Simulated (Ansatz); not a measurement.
This Ansatz (an electronic-structure program) input is the reference run, LiF in the rock salt structure (space group Fm-3m, No. 225), computed with r2SCAN in Ansatz (plane waves to 500 eV, PAW, no SOC):

Ansatz 0.2 input:
```yaml
crystal:
  lattice:
    - [0, 1.9950988316, 1.9950988316]
    - [1.9950988316, 0, 1.9950988316]
    - [1.9950988316, 1.9950988316, 0]
  atoms:
    - { symbol: F, position: [0, 0, 0] }
    - { symbol: Li, position: [0.5, 0.5, 0.5] }
basis: { ecutwfc: 500, ecutrho_ratio: 4, xc_grid: 4, fft_grid_basis: typed }
kpoints: { mp_grid: { grid: [14, 14, 14] } }
hamiltonian:
  xc: r2scan
  dispersion: none
  pseudopotentials: { kind: paw }
scf: { occupations: { method: fermi_dirac, width: 0.05 }, convergence: { dr2_threshold: 0.0000000002 } }
output: { forces: true, stress: true }
checkpoint: { write: state.ck, write_every: 1000 }
```

Task: Write the input for this change: the cell is scaled by 1.0134 in all directions; the atoms relax in the strained cell.

Result: 
Ansatz 0.2 input:
```yaml
crystal:
  lattice:
    - [0, 2.0218331559, 2.0218331559]
    - [2.0218331559, 0, 2.0218331559]
    - [2.0218331559, 2.0218331559, 0]
  atoms:
    - { symbol: F, position: [0, 0, 0] }
    - { symbol: Li, position: [0.5, 0.5, 0.5] }
basis: { ecutwfc: 500, ecutrho_ratio: 4, xc_grid: 4, fft_grid_basis: typed }
kpoints: { mp_grid: { grid: [14, 14, 14] } }
hamiltonian:
  xc: r2scan
  dispersion: none
  pseudopotentials: { kind: paw }
scf: { occupations: { method: fermi_dirac, width: 0.05 }, convergence: { dr2_threshold: 0.0000000002 } }
relax: { f_tol: 0.005, max_steps: 50 }
output: { forces: true, stress: true }
checkpoint: { write: state.ck, write_every: 1000 }
```
This is the input that was run.

Stability against distortions was not tested.
